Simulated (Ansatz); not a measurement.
System: interstitial O in fcc Cu (neutral cell). The step: a direct jump of one O atom; the atom moves 1.57 Å along (-0.25, -0.25, -0.25) of the unit cell; the moving atom starts with neighbours 6 Cu at 2.00 Å and ends with 4 Cu at 1.86 Å. DFT values are from Ansatz (plane-wave PAW, 420 eV unless said) in a cell of 32 host sites, spin-restricted, static, with no finite-size correction. Sites that were not tried may lie lower. For the PBE band: the saddle point's order was not checked, and it lies on a symmetry element of the cell, where a band can be held.

```csv
Level,Forward barrier (eV),Cost of the band or of the saddle's single point
"CHGNet universal potential (has no charge state), its own band",0.41,-
"PBE, a 2×2×2 k-point mesh shifted by half a step, band relaxed",0.45,around 24 core-minutes (rough)
"PBE, a 4×4×4 k-point mesh shifted by half a step, same geometries",0.46,very roughly 9 core-minutes
"r2SCAN at 500 eV, a 2×2×2 k-point mesh shifted by half a step, same geometries",[?],about 4 core-minutes (a rough figure)
```

What belongs in the gaps?


- r2SCAN at 500 eV, a 2×2×2 k-point mesh shifted by half a step, same geometries, Forward barrier (eV): 0.43

Ansatz is an electronic-structure program.
